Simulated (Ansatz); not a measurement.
Band structure of InRh (Pm-3m, 2 atoms in the cell).

```
CELL_PARAMETERS angstrom
      3.20968     0.00000     0.00000
      0.00000     3.20968     0.00000
      0.00000     0.00000     3.20968
ATOMIC_POSITIONS crystal
  In 0.00000 0.00000 0.00000
  Rh 0.50000 0.50000 0.50000
```

Computed with PBEsol, PAW files made with PBE (plane waves; Ansatz, a first-principles code).

Settings: basis.ecutwfc = 30.9 Ry; kpoints.mp_grid.grid = 10 10 10; hamiltonian.xc = pbesol; hamiltonian.pseudopotentials = {kind: paw} (the program's default PAW files); scf.occupations.method = gaussian; scf.occupations.width = 0.0147 Ry; kpoints.band_path.npoints = 8.

The starting cell comes from a database of computed structures (which also holds hypothetical and non-ambient phases and stackings), without a prior relaxation at this level. Spin polarisation is off.

Levels in eV from the Fermi level, bands 12 to 18:
```json
[
 {"point": "Γ", "12": "-3.34", "13": "-1.21", "14": "-1.21", "15": "-1.21", "16": "4.52", "17": "4.52", "18": "4.52"},
 {"point": "X", "12": "-3.34", "13": "-2.59", "14": "-2.59", "15": "-1.32", "16": "0.03", "17": "10.08", "18": "10.62"},
 {"point": "M", "12": "-2.33", "13": "-2.33", "14": "-1.77", "15": "-1.77", "16": "-0.52", "17": "2.84", "18": "3.54"},
 {"point": "R", "12": "-4.72", "13": "-0.46", "14": "-0.46", "15": "0.19", "16": "4.23", "17": "4.23", "18": "4.23"}
]
```

Bands cross the Fermi level along this path, so the cell is metallic at this level.

Keys are those of Ansatz 0.2.
